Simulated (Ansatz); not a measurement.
Here is the system:

```xyz
1
Lattice="2.7055 0.0000 0.0000 0.0000 2.7055 0.0000 1.3528 -1.3528 1.8886" Properties=species:S:1:pos:R:3 pbc="T T T"
Rh     0.0000     0.0000     0.0000
```

No spin polarisation.

Level of theory: r2SCAN (Ansatz, an electronic-structure program, PAW, spin-orbit coupling left out). Γ-centred 21×21×21 mesh, Fermi–Dirac width 0.05 eV.

Q: Predict the pressure, band gap and space group.

A: 
* **Pressure (mean of the normal stresses, compression positive)**: -2.1 GPa
* **Band gap**: zero
* **Space group**: I4/mmm (No. 139)

The cells carry an imposed strain or load. No phonon test of stability was made. The final runs are not spin-polarised. The cell was made from Rh in the fcc (Cu type) structure (space group Fm-3m, No. 225) by this change: biaxial strain +0.69 %, plane normal [001], relaxed out of plane.
